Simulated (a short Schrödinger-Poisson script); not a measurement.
MOS inversion layer, SiO2 on p-type Ge(100)

System: MOS inversion layer, SiO2 on p-type Ge(100), at 400 K.

```csv
layer,material,thickness (nm),Na (cm⁻³)
1,SiO2,1.5,-
2,Ge,360,1.3e18
```

The device is made up for the run: typed textbook-type constants, with dimensions and the other settings drawn at random. SiO2: permittivity 3.9, conduction-band edge (eV) 3.1, gap (eV) 9, electron mass (mₑ) 0.5. Ge: permittivity 16, conduction-band edge (eV) 0, gap (eV) 0.664, Nv at 300 K (cm⁻³) 6e18.

Channel valleys (confinement mass, in-plane density-of-states mass, number): L4 0.12, 0.295, 4. At the gate the conduction-band edge of layer 1 lies 3.2 eV − eVg above the Fermi level of the channel; the field vanishes at the back. Gaps are held at their typed values at every temperature. Mesh 0.03 nm at interfaces.

Solved with a short Schrödinger-Poisson script written for these runs: 1D Poisson equation in equilibrium, electrons quantum, Hartree (BenDaniel-Duke, 12 states a valley, the channel's in-plane mass for all, wave functions ending at the dielectric), parabolic valleys, classical holes, full ionisation, no traps, pinning or gate leakage.

| Vg (V) | electrons (cm⁻²) | C (μF/cm²) | L4 E0 (meV) | L4 E1 (meV) |
|---|---|---|---|---|
| 0.05 | 2.71e8 | 0.523 | 385.5 | 478.0 |
| 0.1 | 6.60e8 | 0.501 | 353.2 | 451.5 |
| 0.15 | 1.69e9 | 0.483 | 320.0 | 423.7 |
| 0.2 | 4.44e9 | 0.472 | 286.1 | 394.8 |
| 0.25 | 1.19e10 | 0.473 | 251.9 | 365.2 |
| 0.3 | 3.16e10 | 0.503 | 218.0 | 335.5 |
| 0.35 | 8.06e10 | 0.589 | 185.4 | 307.0 |
| 0.4 | 1.86e11 | 0.747 | 156.4 | 281.6 |
| 0.45 | 3.71e11 | 0.939 | 132.3 | 260.8 |
| 0.5 | 6.35e11 | 1.11 | 113.5 | 244.9 |
| 0.55 | 9.62e11 | 1.24 | 98.8 | 233.0 |
| 0.6 | 1.34e12 | 1.33 | 87.1 | 223.8 |
| 0.65 | 1.74e12 | 1.40 | 77.4 | 216.7 |
| 0.7 | 2.17e12 | 1.46 | 69.3 | 210.9 |
| 0.75 | 2.62e12 | 1.50 | 62.4 | 206.2 |
| 0.8 | 3.09e12 | 1.53 | 56.3 | 202.3 |
| 0.85 | 3.56e12 | 1.56 | 50.8 | 199.0 |
| 0.9 | 4.05e12 | 1.58 | 45.9 | 196.2 |
| 0.95 | 4.54e12 | 1.60 | 41.4 | 193.7 |
| 1 | 5.04e12 | 1.62 | 37.2 | 191.5 |
| 1.05 | 5.55e12 | 1.64 | 33.4 | 189.6 |

Subbands count from the Fermi level.

Only the L valleys are kept; under strong confinement the Δ valleys of Ge fill too.
